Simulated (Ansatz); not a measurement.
Consider the following.

```xyz
1
Lattice="2.7632 0.0000 0.0000 0.0000 2.7632 0.0000 1.3816 -1.3816 1.8854" Properties=species:S:1:pos:R:3 pbc="T T T"
Ir     0.0000     0.0000     0.0000
```

No spin polarisation.

Calculations: Kohn–Sham DFT with the PBEsol functional, run in Ansatz (an electronic-structure program) with PAW and 420 eV plane waves, no spin-orbit coupling. Γ-centred 29×29×29 mesh, Fermi–Dirac width 0.1 eV.

### Question
Predict the in-plane stress and space group.

### Answer
The mean in-plane stress (compression positive) is -12.5 GPa and the space group is I4/mmm (No. 139).

The cells carry an imposed strain or load. No phonon test of stability was made. All final runs are without spin polarisation. The cell was made from Ir in the fcc (Cu type) structure (space group Fm-3m, No. 225) by this change: biaxial strain +2.00 %, plane normal [001], relaxed out of plane.
